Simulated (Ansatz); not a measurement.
MgInGaO₄ (model structure, started from the InGaZnO4 type, R3m, No. 160, 7 atoms in the cell), treated with PBEsol (PAW; Ansatz, a program for electronic structure).

Numerical settings: plane-wave cutoff 520 eV, 12×12×12 k mesh, Fermi–Dirac smearing 0.01 eV, scalar-relativistic PAW data made under PBE.

Cell (relaxed at this level):

GaInMgO4 is taken in the trigonal space group R3m, hexagonal axes (No. 160), Pearson symbol hR7. Conventional cell: a = b = 3.3436 Å, c = 25.2974 Å, α = β = 90.00°, γ = 120.00°. In on 3a is coordinated by 6 O at 2.190–2.213 Å (octahedral). Ga on 3a has 5 O at 1.928–1.955 Å (trigonal bipyramidal). Mg on 3a has 4 O at 1.979–1.998 Å and 1 O at 2.316 Å. O1 on 3a sees 1 Ga at 1.955 Å and 3 Mg at 1.979 Å (tetrahedral). O2 on 3a is surrounded by 3 Ga at 1.932 Å and 1 Mg at 2.316 Å. O3 on 3a sees 1 Ga at 1.928 Å and 3 In at 2.213 Å (tetrahedral). O4 on 3a is coordinated by 1 Mg at 1.998 Å and 3 In at 2.190 Å (tetrahedral). (Neighbours: up to the widest gap in distance over summed covalent radii, below 1.35, at either atom; cation-cation and far metal-metal contacts left out.)
(The calculation used a cell of 7 atoms; values per cell refer to that cell.)

What does this level give for the band gap and bulk modulus?


- band gap = 2.08 eV (on the SCF k mesh)
- bulk modulus = 159 GPa

Note: the bulk modulus is −V dP/dV from two relaxed cells at ±2 % in volume; the relaxation could raise the start's symmetry but not lower it, so the cell can be a saddle point.

Spin–orbit coupling is not included.

The computed numbers hold no vibrational or temperature effects.

Computing time: very roughly 9 core-minutes.

A model structure was made by putting elements into a prototype or built by hand; it is no filed structure, need not be a known phase, and can be a saddle point held by its symmetry.
